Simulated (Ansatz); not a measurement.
BP (F-43m), Ansatz (a quantum-chemistry and plane-wave program) with PBEsol with spin-orbit coupling, rigid bands: Condition of this run: hydrostatic pressure -2 GPa (the target of the relaxation). band gap 1.12 eV, N_c = 3.96e19 cm⁻³ and N_v = 2.55e19 cm⁻³ at 300 K, conductivity masses of 0.328 mₑ (electrons) and 0.421 mₑ (holes). Take k_BT = 0.02585 eV.

Problem. What thermal injection velocity √(2k_BT/πm) limits a ballistic channel?

Solution. 9.39e6 cm/s for electrons and 8.29e6 cm/s for holes, a ratio of √(m_h/m_e) = 1.13, for dilute carriers.

Problem. Find the intrinsic carrier density and the intrinsic Fermi level.

Solution. n_i = √(N_c N_v) exp(−E_g/2k_BT) = 3.18e19 × exp(−21.66) = 1.2e10 cm⁻³. The level lies (k_BT/2) ln(N_v/N_c) = -6 meV from mid-gap (positive towards the conduction band). Each 0.1 eV added to the gap lowers n_i by a factor of 6.9.

Problem. A film of it is 2 nm thick. Estimate the confinement energies in an infinite well.

Solution. ħ²π²/(2m t²) = 0.376 eV·nm²/(m/mₑ × t²) gives 287 meV for electrons and 223 meV for holes, so the gap would widen to about 1.63 eV. Finite barriers and nonparabolic bands lower this, and with several valleys or bands the heaviest mass along the normal sets the lowest level, not this average.

Rigid, parabolic bands with the computed gap; masses take one relaxation time for all states.
